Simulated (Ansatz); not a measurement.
Phonon-limited electron mobility of C (Fd-3m) in cm²/(V·s), Ansatz (an electronic-structure program) with LDA, finite-displacement electron-phonon coupling, linearised Boltzmann equation. Condition of this run: hydrostatic pressure 25 GPa (the target of the relaxation). Geometry: relaxed with this functional, without spin-orbit coupling.

| Condition | μ |
|---|---|
| 200 K | 3300 |
| 250 K | ? |
| 300 K | 1630 |
| 350 K | 1200 |
| 400 K | 899 |
| 500 K | 533 |
| 600 K | ? |

**Question.** What belongs in the gaps?

**Answer.** 
- 250 K, μ: 2300
- 600 K, μ: 339

**Question.** What exponent p of μ ∝ T^−p fits 200 to 400 K (along x)?

**Answer.** p ≈ 1.9; acoustic deformation-potential scattering alone gives 1.5.

Scattering by harmonic phonons alone: no impurities, screening or carrier-carrier scattering, bands fixed at 0 K. From a coarser fine mesh the values given move by up to 6 %. The mesh was bound by memory.
